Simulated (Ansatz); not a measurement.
# WC, response to strain

Start from WC (space group P-6m2, No. 187; a = 2.913 Å, c = 2.835 Å; relaxed with 0.1 eV smearing). Axes: x lies along a and z along c of the hexagonal cell.

Strains are applied to the cell and any free atomic positions relax.

The values are results of Ansatz (a program for electronic structure), r2SCAN, PAW, cutoff 500 eV, spin-orbit coupling left out, not measurements.

Notes on the quantities. energy relative to the base: free energy F; pressure: mean of the normal stresses, compression positive.

```tsv
change	energy relative to the base	pressure	volume per atom
base	0 meV/atom	0.0 GPa	10.42 Å³
uniaxial strain ε_xx = −3.00 %	…	…	10.10 Å³
uniaxial strain ε_xx = −2.50 %	+16 meV/atom	10.3 GPa	10.16 Å³
uniaxial strain ε_xx = −2.00 %	+10 meV/atom	8.2 GPa	10.21 Å³
uniaxial strain ε_xx = −1.50 %	…	6.0 GPa	10.26 Å³
uniaxial strain ε_xx = −1.00 %	+2.5 meV/atom	4.0 GPa	10.31 Å³
uniaxial strain ε_xx = −0.50 %	+0.6 meV/atom	1.9 GPa	10.36 Å³
```

**Question.** Complete the table.

**Answer.** 
- uniaxial strain ε_xx = −3.00 %, energy relative to the base: +23 meV/atom
- uniaxial strain ε_xx = −3.00 %, pressure: 12.6 GPa
- uniaxial strain ε_xx = −1.50 %, energy relative to the base: +5.6 meV/atom

Stability against distortions was not tested. All final runs are without spin polarisation.
